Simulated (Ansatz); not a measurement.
Start from Al in the fcc (Cu type) structure (space group Fm-3m, No. 225; a = 4.015 Å; relaxed with 0.1 eV smearing). Axes: x, y, z lie along the cube axes.

Method: Ansatz (an electronic-structure program), PBEsol, PAW, cutoff 420 eV, no spin-orbit coupling.

Strains are applied to the cell and any free atomic positions relax; under biaxial strain the out-of-plane vector relaxes too.

One change was made to it. Results:

The energy rises by 6.3 meV/atom; the volume per atom increases by 0.38 Å³, from 16.19 Å³ to 16.57 Å³.

Question: Name the change that was made.
(A) biaxial strain +2.50 %, plane normal [001], relaxed out of plane
(B) biaxial strain −0.50 %, plane normal [001], relaxed out of plane
(C) biaxial strain +2.00 %, plane normal [001], relaxed out of plane

Answer: A, biaxial strain +2.50 %, plane normal [001], relaxed out of plane. For comparison, the energy relative to the base in the other runs: biaxial strain −0.50 %, plane normal [001], relaxed out of plane gives +0.3 meV/atom; biaxial strain +2.00 %, plane normal [001], relaxed out of plane gives +4.0 meV/atom.

No phonon test of stability was made.
